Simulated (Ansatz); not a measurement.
Start from Rh in the fcc (Cu type) structure (space group Fm-3m, No. 225; a = 3.8320 Å; relaxed with 0.1 eV smearing).

The values are results of PBE (Ansatz, a program for electronic structure, PAW, no spin-orbit coupling), not measurements.

Strains are applied to the cell and any free atomic positions relax.

One change was made to it. Results:

The energy rises by 70 meV/atom; the pressure goes from zero to 23.5 GPa.

Q: Which of these changes matches the shifts?
A) isotropic strain −0.50 %
B) isotropic strain +1.50 %
C) isotropic strain −3.00 %
D) isotropic strain −2.50 %

A: D, isotropic strain −2.50 %. For comparison, the energy relative to the base in the other runs: isotropic strain +1.50 % gives +21 meV/atom; isotropic strain −0.50 % gives +2.6 meV/atom; isotropic strain −3.00 % gives +103 meV/atom.

Stability against distortions was not tested. All final runs are without spin polarisation. Rh lies near a magnetic instability that expansion can trigger; it was not tested.
